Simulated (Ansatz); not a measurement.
The starting structures come from a database of crystals and need not be the phases stable at ambient conditions.

By PBEsol, the system below comes out a metal.

Without scattering a metal conducts by its projected Fermi surface.

Here is the system:

```yaml
crystal:
  lattice:
    - [4.08176, 0.00000, 0.00000]
    - [0.00000, 5.77248, 0.00000]
    - [0.00000, 2.88624, 2.88624]
  atoms:
    - { symbol: Sc, position: [0.00000, 0.00000, 0.00000] }
    - { symbol: Ga, position: [0.00000, 0.50000, 0.00000] }
    - { symbol: Ga, position: [0.50000, 0.00000, 0.50000] }
    - { symbol: Ga, position: [0.50000, 0.50000, 0.50000] }
```

Space group of this cell: Pm-3m, Cu3Au type. The cell is taken as given; by PBEsol its mean pressure is -2.0 GPa.

The current flows along the normal of the first two printed cell vectors, the (110) plane of the conventional cell. No spin-orbit coupling; the value is a mean over 0.1 eV about the Fermi level.

Problem. Compute, with PBEsol run with Ansatz (an electronic-structure program), the ballistic conductance per area.

Solution. 0.83 × 10¹⁵ S/m² for both spins.
